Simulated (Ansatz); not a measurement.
The structure below was relaxed with PBEsol (Ansatz, a program for electronic structure), no spin-orbit coupling, at pressure 15 GPa.

Space group Fm-3m (No. 225); a = b = c = 4.221 Å, α = β = γ = 90.00°

```tsv
atom	site	symmetry	x	y	z
Ti	4a	m-3m	0.0000	0.0000	0.0000
C	4b	m-3m	0.5000	0.5000	0.5000
```

Problem. Write out a cell with all atoms.

Solution. 
```
TiC
1.0
    4.22133     0.00000     0.00000
    0.00000     4.22133     0.00000
    0.00000     0.00000     4.22133
Ti C
4 4
Direct
  0.00000   0.00000   0.00000
  0.00000   0.50000   0.50000
  0.50000   0.00000   0.50000
  0.50000   0.50000   0.00000
  0.50000   0.00000   0.00000
  0.50000   0.50000   0.50000
  0.00000   0.00000   0.50000
  0.00000   0.50000   0.00000
```
This is the conventional cell.

Load acts through the strain it causes; cell and atoms are relaxed under it. Whether these cells are dynamically stable was not tested. Competing high-pressure phases were not computed. All final runs are without spin polarisation. The cell was made from TiC in the rock salt structure (space group Fm-3m, No. 225) by this change: pressure 15 GPa.
